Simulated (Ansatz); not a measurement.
In a free triangular strip chain of Zn atoms, spin-degenerate bands cross the Fermi level 3 times between Γ and the zone edge.

These are PBE (plane waves to 420 eV, PAW; Ansatz, a first-principles code) values and carry that method's errors. Mesh 1×1×108. No spin polarisation, so a magnetic state wasn't tested. Periodic along z alone, with about 11 Å of vacuum beside it. A hypothetical model. It keeps the symmetry and period of its start, so it need not be a minimum against all distortions. Pairing along the axis, which can open a gap, is among the distortions not tried.

### Question
What are the conductance and the two-terminal resistance of a perfect, endless piece?

### Answer
Each crossing on the half of the zone with k > 0 has a partner at −k, so it gives one mode in each direction. Counting spin there are 6 modes, each carrying e²/h = 38.74 μS. G = 6 × 38.74 = 232.4 μS and R = 1/G = 4.30 kΩ, whatever the length. Scattering by phonons, roughness and contacts can only raise R.
